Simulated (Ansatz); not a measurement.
The structure below was relaxed with PBE in Ansatz (plane waves to 420 eV, PAW, without spin-orbit coupling).

Space group Fm-3m (No. 225); a = 4.421 Å, b = 4.421 Å, c = 4.421 Å, α = 90.00°, β = 90.00°, γ = 90.00°

| atom | site | symmetry | x | y | z |
|---|---|---|---|---|---|
| N | 4a | m-3m | 0.0000 | 0.0000 | 0.0000 |
| Nb | 4b | m-3m | 0.5000 | 0.5000 | 0.5000 |

**Question.** Write out a cell with all atoms.

**Answer.** 
```cif
data_N4Nb4
_chemical_formula_sum 'N4 Nb4'
_space_group_name_H-M_alt 'P 1'
_space_group_IT_number 1
_cell_length_a 4.42127
_cell_length_b 4.42127
_cell_length_c 4.42127
_cell_angle_alpha 90.000
_cell_angle_beta 90.000
_cell_angle_gamma 90.000
loop_
_space_group_symop_operation_xyz
  'x, y, z'
loop_
_atom_site_label
_atom_site_type_symbol
_atom_site_fract_x
_atom_site_fract_y
_atom_site_fract_z
_atom_site_occupancy
N1 N 0.00000 0.00000 0.00000 1
Nb1 Nb 0.50000 0.00000 0.00000 1
N2 N 0.00000 0.50000 0.50000 1
Nb2 Nb 0.50000 0.50000 0.50000 1
N3 N 0.50000 0.00000 0.50000 1
Nb3 Nb 0.00000 0.00000 0.50000 1
N4 N 0.50000 0.50000 0.00000 1
Nb4 Nb 0.00000 0.50000 0.00000 1
```
This is the conventional cell.

Stability against distortions was not tested. All final runs are without spin polarisation. The cell was made from TaN by this change: Ta → Nb.

Ansatz is an electronic-structure program.
